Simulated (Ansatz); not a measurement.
HfPbO3 (Pm-3m, No. 221, 5 atoms in the cell; start mp-22535) was calculated with PBEsol in Ansatz (plane waves, PAW).

Numerical settings: plane-wave cutoff 500 eV, 10×10×10 k mesh, Fermi–Dirac smearing 0.05 eV, scalar-relativistic PAW data made under PBE.

Cell (relaxed at this level):

```
HfPbO3
1.0
    4.11902     0.00000     0.00000
    0.00000     4.11902     0.00000
    0.00000     0.00000     4.11902
Hf Pb O
1 1 3
Direct
  0.50000   0.50000   0.50000
  0.00000   0.00000   0.00000
  0.00000   0.50000   0.50000
  0.50000   0.00000   0.50000
  0.50000   0.50000   0.00000
```

Question: Predict the band gap.

Answer: 
- band gap: 2.37 eV (on the SCF k mesh)

Note: the relaxation could not lower the start's symmetry, so the cell can be a saddle point above a distorted one.

Spin–orbit coupling is not included; with these elements it can move the gap by several tenths of an eV or more.

The computed numbers hold no vibrational or temperature effects.

A start named mp-… is a Materials Project structure, which need not be a measured phase.

Ansatz is a first-principles code.
